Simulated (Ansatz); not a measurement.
Take SiC (space group P6_3mc, No. 186; a = 3.0781 Å, c = 10.0760 Å) as the base. Axes: x lies along a and z along c of the hexagonal cell.

Method: PBEsol, PAW, 420 eV (Ansatz, a program for electronic structure; no spin-orbit coupling).

For the base:

| Property | Value |
|---|---|
| Pressure | -0.01 GPa |
| Band gap | 2.12 eV |
| Shortest interatomic distance | 1.883 Å |

Perturbation: uniaxial strain ε_zz = −3.00 %, all other strain components held at zero, atoms relaxed at fixed cell.

Problem. What happens to the pressure?

Solution. The pressure (mean of the normal stresses, compression positive) rises by 7.17 GPa, from -0.01 GPa to 7.16 GPa.

Problem. How does this affect the band gap?

Solution. The band gap drops by 0.18 eV (2.12 eV → 1.94 eV).

Problem. Predict the new shortest interatomic distance.

Solution. The shortest interatomic distance drops by 0.0315 Å (1.883 Å → 1.852 Å).

Gaps are Kohn–Sham eigenvalue differences; semilocal functionals usually give less than the measured gap. Stability against distortions was not tested.
